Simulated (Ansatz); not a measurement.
An Ansatz (a first-principles code) input (Ansatz PBEsol, spin-orbit coupling left out):

Ansatz 0.2 input:
```yaml
crystal:
  lattice:
    - [1.9919267825, 1.1500394641, 7.2358223389]
    - [-1.9919267825, 1.1500394641, 7.2358223389]
    - [0, -2.3000789281, 7.2358223389]
  atoms:
    - { symbol: Tl, position: [0, 0, 0] }
    - { symbol: K, position: [0.5, 0.5, 0.5] }
    - { symbol: S, position: [0.2656953972, 0.2656953972, 0.2656953972] }
    - { symbol: S, position: [0.7343046028, 0.7343046028, 0.7343046028] }
basis: { ecutwfc: 420, ecutrho_ratio: 4, xc_grid: 2, fft_grid_basis: typed }
kpoints: { mp_grid: { grid: [10, 10, 10] } }
hamiltonian:
  xc: pbesol
  dispersion: none
  pseudopotentials: { kind: paw }
scf: { occupations: { method: fermi_dirac, width: 0.05 } }
relax: { f_tol: 0.005, max_steps: 50, cell: { stress_tol: 0.01, sigma_target: [0, 0, -8, 0, 0, 0] } }
output: { forces: true, stress: true }
checkpoint: { write: state.ck, write_every: 1000 }
```

**Question.** Which symmetry and how many k-points will the program report, and about how many plane waves at Γ?

**Answer.** Space group R-3m (ITA 166) with 12 operations, k-points 116 of 1000, and 1987 plane waves at Γ.

**Question.** And the final pressure?

**Answer.** -2.66 GPa (compression positive).

Load acts through the strain it causes; cell and atoms are relaxed under it. sigma_target is in GPa, compression positive, in the order xx, yy, zz, yz, xz, xy. Stability under load was not tested beyond the relaxation. The cell was made from KTlS2 (space group R-3m, No. 166; a hypothetical phase, not in the database extracts checked) by this change: uniaxial stress, 8 GPa tension along z. Under uniaxial stress, 8 GPa tension along z the cell changed shape so far that it is another structure.
